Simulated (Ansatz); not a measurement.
Levels about the gap of amorphous Hf18O36Cu (55 atoms in a cell of 710 Å³, 9.01 g/cm³; zone centre alone, so wide bands show as single levels with stretches between that a denser mesh fills), at the geometry that PBE relaxed, where it gives 0.4 GPa on a denser mesh. Exact exchange is cut at the faces of this small cell, which leaves a finite-size error. The participation number counts the atoms over which a state spreads; weights are charges in smoothed Voronoi cells. The levels come from a single point, so bond lengths are those of that geometry. Method of the levels: HSE06, scalar-relativistic without spin-orbit coupling (Ansatz, a first-principles code). Sampling: the zone centre alone; Fermi-Dirac width 0.02 eV; collinear spin, started from a total moment of 1 μB (at the end a net moment of 1.0 μB). In the spin-polarised cell the level spacing at the Fermi energy can part levels of unlike spin.

A CHGNet melt-quench gave the starting glass, which DFT then relaxed. O atoms were pushed apart under 1.9 Å during the dynamics, to hinder bonds among them. The hot cell started wider than the set density and was brought back towards it in steps. It is the lowest in DFT energy of 2 quenches. It is a model cell: composition and starting density were chosen by hand, and all elements were melted together. No dispersion term was used. Its density started from a set value of 9.01 and ended at 9.01 g/cm³. The quench (nominally 450 K/ps over its main leg) was far faster than any real one, so the model tends to hold more defects than a real film. Values belong to this one cell and scatter from quench to quench. The volume was held where the preparation left it and the shape relaxed, at a PBE pressure of 0.4 GPa.

```tsv
E - E(highest filled), eV	filling	spin	participation number	largest on	weight Cu	weight Hf	weight O
-2.89	filled	up	2.2	Cu, 5 neighbours	0.66	0.03	0.31
-2.83	filled	up	2.3	Cu, 5 neighbours	0.65	0.03	0.32
-2.79	filled	dn	1.9	Cu, 5 neighbours	0.71	0.03	0.27
-2.54	filled	dn	2.2	Cu, 5 neighbours	0.66	0.03	0.31
-2.24	filled	up	2.6	Cu, 5 neighbours	0.59	0.03	0.37
-1.72	filled	dn	2.1	Cu, 5 neighbours	0.67	0.06	0.27
0.00	filled	up	7.7	Cu, 5 neighbours	0.27	0.37	0.36
1.68	empty	dn	7.9	Cu, 5 neighbours	0.28	0.40	0.32
2.70	empty	up	29.8	Hf, 7 neighbours	0.01	0.60	0.39
2.74	empty	dn	21.8	Hf, 7 neighbours	0.00	0.61	0.39
2.77	empty	up	29.1	Hf, 7 neighbours	0.01	0.57	0.41
2.82	empty	dn	31.4	Hf, 6 neighbours	0.01	0.55	0.44
2.91	empty	up	22.1	Hf, 6 neighbours	0.02	0.55	0.42
2.96	empty	dn	21.8	Hf, 6 neighbours	0.01	0.56	0.42
```

Most localised among these is the filled level at -2.79 eV, on a Cu atom, which has 5 neighbours (O 1.88 Å, O 2.06 Å, O 2.33 Å, Hf 2.80 Å, Hf 3.00 Å).
